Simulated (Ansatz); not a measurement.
Data:

```
CELL_PARAMETERS angstrom
      4.27739     0.00000     0.00000
      0.00000     4.27739     0.00000
      0.00000     0.00000     2.67675
ATOMIC_POSITIONS crystal
  Si 0.50000 0.50000 0.50000
  Si 0.00000 0.00000 0.00000
  O  0.80820 0.80820 0.50000
  O  0.30820 0.69180 0.00000
  O  0.69180 0.30820 0.00000
  O  0.19180 0.19180 0.50000
```

A single point on SiO2 with a change (biaxial strain +0.98 %, plane normal [001], relaxed out of plane), its geometry relaxed with PBE.

Method: DFT with PBE, PAW potentials and a 420 eV plane-wave cutoff in Ansatz (an electronic-structure program), with spin-orbit coupling, earlier PAW set. Settings: 8×8×12 k-points, 0.05 eV Fermi–Dirac smearing.

Task: What hole mass does the calculation give?

Result: 2.2 mₑ out of plane, 1.1 mₑ in plane (at Γ).

Task: What is the computed band gap?

Result: 4.91 eV.

Task: Predict the electron mass.

Result: 0.36 mₑ out of plane, 0.44 mₑ in plane (at Γ).

Task: What is the computed valence-band top at Γ (three highest Kramers pairs, from the VBM)?

Result: 0.00, -0.82, -0.85 eV.

Single points use the geometry relaxed with PBE. Masses are band curvatures over ±0.01 Å⁻¹ around the edge. Stability against distortions was not tested. The cell was made from SiO2 in the rutile structure (space group P4_2/mnm, No. 136) by this change: biaxial strain +0.98 %, plane normal [001], relaxed out of plane.
